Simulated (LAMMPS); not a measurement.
MD from the melt across the composition of Au (fcc) with a share x of Au sites Ni; each row has its own temperature.

Model: classical MD, pair style eam, the elements' _u3.eam files (universal-3 set of Foiles, Baskes and Daw) (LAMMPS).

| x | volume | state | enthalpy | self-diffusion coefficient of Au (not corrected for cell size) | T (K) |
|---|---|---|---|---|---|
| 0.25 | 18.158 ± 0.004 Å³/atom | liquid | -3.3761 ± 0.0006 eV/atom | (7.7 ± 0.1) × 10^-5 cm²/s | 2010 |
| 0.5 | 16.709 ± 0.002 Å³/atom | liquid | -3.4590 ± 0.0003 eV/atom | (8.0 ± 0.1) × 10^-5 cm²/s | 2140 |
| 0.75 | 15.281 ± 0.002 Å³/atom | liquid | -3.5042 ± 0.0003 eV/atom | (9.1 ± 0.3) × 10^-5 cm²/s | 2280 |

Caution: a run this short can hold a crystal over, or a liquid under, the potential's own melting point, which these runs don't give.

States go by the mean squared displacement: a species diffuses where it passes 1.5 Å², still rises and gives D over 1e-6 cm²/s; a crystal has left its structure where atoms lie 0.35 Å off their sites on average or a cubic box changes its shape by 3 %, or the axial ratios of another lie 8 % off the starting cell's, which the potential's own relaxation can also do.

Errors of D are the spread over four groups of atoms in one short run; a floor of about 5 %, a picked value, is safer.

Errors shown are sampling errors alone.
